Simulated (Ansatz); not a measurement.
Functionals compared on a constructed model of the (110) surface of bcc V, a pseudomorphic layer of Ga in the host's stacking (bottom of the slab: a bare face, its two planes held), in Ansatz (plane waves, PAW). The structure was relaxed with PBE; the other rows are single points on it. Cutoff 420 eV (500 eV for r2SCAN).

Slab: 7 atoms, 13.0 Å thick at the start; k 15x15x1, smearing 0.1 eV, dipole-corrected; 2 atoms held, the rest relaxed; held to the start's symmetry, so lower structures may exist; no spin, no spin-orbit, no U. It is one candidate, not shown to be the stable structure of the face. These notes are the PBE run's.

```csv
functional,work function of the top face (eV),rough cost of the single point
PBE,4.27,–
RPBE,4.14,roughly 70 core-seconds
r2SCAN,…,about 2.0 core-minutes (a rough figure)
```

What belongs in the gaps?


- r2SCAN, work function of the top face (eV): 4.34

Ansatz is a first-principles code.
